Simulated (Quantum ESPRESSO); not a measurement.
Worked example: self-consistent single point of CdS (F-43m, 2 atoms in the cell) in Quantum ESPRESSO.

Method: PBE, SSSP 1.1.2 efficiency (PBE) pseudopotentials (plane waves; Quantum ESPRESSO).

The change in words: lattice scaled by 0.98. Reference geometry:
```xyz
2
Lattice="-2.9550 0.0000 2.9550 0.0000 2.9550 2.9550 -2.9550 2.9550 0.0000" Properties=species:S:1:pos:R:3 pbc="T T T"
Cd     0.0000     0.0000     0.0000
S     -1.4775     1.4775     1.4775
```

Reference input (self-consistent single point, DFT, PBE, plane waves, SSSP 1.1.2 efficiency (PBE) pseudopotentials): ecutwfc = 45 Ry; ecutrho = 360 Ry; occupations = fixed; potentials = {Cd: Cd.pbe-dn-rrkjus_psl.0.3.1.UPF, S: s_pbe_v1.4.uspp.F.UPF}; K_POINTS = automatic 7 7 7 0 0 0; nbnd = 15; conv_thr = 1e-10 Ry; mixing_beta = 0.7. This run's input differs from it in these lines:

```diff
@@ -9,3 +9,3 @@
  ibrav = 2,
- A = 5.9100420000,
+ A = 5.7918420000,
  nat = 2,
```

Output (repeated stretches shortened):

```
     Self-consistent Calculation

     iteration #  1     ecut=    45.00 Ry     beta= 0.70

     Threshold (ethr) on eigenvalues was too large:
     Diagonalizing with lowered threshold

     total energy              =    -146.40676469 Ry
     estimated scf accuracy    <       0.08278838 Ry

     iteration #  2     ecut=    45.00 Ry     beta= 0.70

     total energy              =    -146.42842527 Ry
     estimated scf accuracy    <       0.01798301 Ry

     iteration #  3     ecut=    45.00 Ry     beta= 0.70

     total energy              =    -146.43182798 Ry
     estimated scf accuracy    <       0.00036984 Ry

   [... 4 blocks of this kind left out ...]

     iteration #  8     ecut=    45.00 Ry     beta= 0.70

     total energy              =    -146.43193863 Ry
     estimated scf accuracy    <          1.5E-09 Ry

     iteration #  9     ecut=    45.00 Ry     beta= 0.70
     End of self-consistent calculation

     highest occupied, lowest unoccupied level (ev):     5.6947    6.8578

!    total energy              =    -146.43193863 Ry
     estimated scf accuracy    <          5.2E-11 Ry

     convergence has been achieved in   9 iterations

     Forces acting on atoms (cartesian axes, Ry/au):

     atom    1 type  1   force =     0.00000000   -0.00000000    0.00000000
     atom    2 type  2   force =    -0.00000000    0.00000000    0.00000000

     Total force =     0.000000     Total SCF correction =     0.000000

          total   stress  (Ry/bohr**3)                   (kbar)     P=       36.96
   0.00025127   0.00000000  -0.00000000           36.96        0.00       -0.00
   0.00000000   0.00025127   0.00000000            0.00       36.96        0.00
  -0.00000000   0.00000000   0.00025127           -0.00        0.00       36.96

   JOB DONE.
```

The run converged in 9 iterations. Against the reference run the free energy rises by 22.8 meV/atom, the pressure goes from -0.17 to 3.70 GPa and the gap on the mesh goes from 1.034 to 1.163 eV.

The starting cell comes from a database of computed structures (which also holds hypothetical and non-ambient phases and stackings), without a prior relaxation at this level. Its lattice was rescaled by a random factor within 2.5 % of one. For this run, on top of that: lattice scaled by 0.98. With a pressure of about 4 GPa the cell is away from its equilibrium volume at this level.

Cost on one core of a shared machine: roughly 40 s.
